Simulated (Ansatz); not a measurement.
Input:

```yaml
crystal:
  lattice:
    - [3.95281, 0.00000, 0.00000]
    - [-1.97641, 3.42323, 0.00000]
    - [0.00000, 0.00000, 16.30972]
  atoms:
    - { symbol: In, position: [0.33333, 0.66667, 0.33429] }
    - { symbol: In, position: [0.66667, 0.33333, 0.66571] }
    - { symbol: In, position: [0.66667, 0.33333, 0.83429] }
    - { symbol: In, position: [0.33333, 0.66667, 0.16571] }
    - { symbol: Se, position: [0.33333, 0.66667, 0.58637] }
    - { symbol: Se, position: [0.66667, 0.33333, 0.41363] }
    - { symbol: Se, position: [0.66667, 0.33333, 0.08637] }
    - { symbol: Se, position: [0.33333, 0.66667, 0.91363] }
```

These are r2SCAN, rigid bands (plane waves, PAW, scalar-relativistic; Ansatz, a quantum-chemistry and plane-wave program) values and carry that method's errors. Condition of this run: functional r2SCAN on the same cell. How the cell was made: cell and atoms relaxed with PBEsol+d3bj.

Predict the electron conductivity mass (n e² τ/σ) at 300 K, by direction if it differs.

0.150 (x), 0.150 (y), 0.088 (z) mₑ.

And the band gap?

0.97 eV at this level; semilocal functionals usually fall short of the measured gap.

Rigid bands, one relaxation time for all states, no polarons. Spin-orbit coupling is left out; where it splits the top of the valence band it changes the hole mass and lowers the gap by about a third of the splitting. Geometry: cell and atoms relaxed with PBEsol+D3(BJ).
